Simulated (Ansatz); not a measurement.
ZrB2: response to strain

Take ZrB$_{2}$ (space group P6/mmm, No. 191; relaxed with 0.1 eV smearing) as the base.

```xyz
3
Lattice="3.1714 0.0000 0.0000 -1.5857 2.7465 0.0000 0.0000 0.0000 3.5418" Properties=species:S:1:pos:R:3 pbc="T T T"
Zr     0.0000     0.0000     0.0000
B      1.5857     0.9155     1.7709
B      0.0000     1.8310     1.7709
```

Strains are applied to the cell and any free atomic positions relax.

Calculations: Ansatz (an electronic-structure program), PBE, PAW, cutoff 420 eV, scalar-relativistic without spin-orbit coupling.

Notes on the quantities. pressure: mean of the normal stresses, compression positive; energy relative to the base: free energy F.

| change | pressure | energy relative to the base | volume per atom |
|---|---|---|---|
| base | 0.0 GPa | 0 meV/atom | 10.28 Å³ |
| isotropic strain −3.00 % | 26.1 GPa | +68 meV/atom | 9.39 Å³ |
| isotropic strain −2.50 % | 21.0 GPa | +46 meV/atom | 9.53 Å³ |
| isotropic strain −1.50 % | 11.8 GPa | +16 meV/atom | 9.83 Å³ |
| isotropic strain −1.00 % | 7.6 GPa | +7.1 meV/atom | 9.98 Å³ |
| isotropic strain −0.50 % | 3.7 GPa | +1.7 meV/atom | 10.13 Å³ |
| isotropic strain +1.00 % | -6.7 GPa | +6.7 meV/atom | 10.60 Å³ |
| isotropic strain +2.00 % | -12.6 GPa | +26 meV/atom | 10.91 Å³ |
| isotropic strain +2.50 % | -15.3 GPa | +40 meV/atom | 11.07 Å³ |
| isotropic strain +3.00 % | -17.8 GPa | +57 meV/atom | 11.24 Å³ |

Stability against distortions was not tested. All final runs are without spin polarisation.
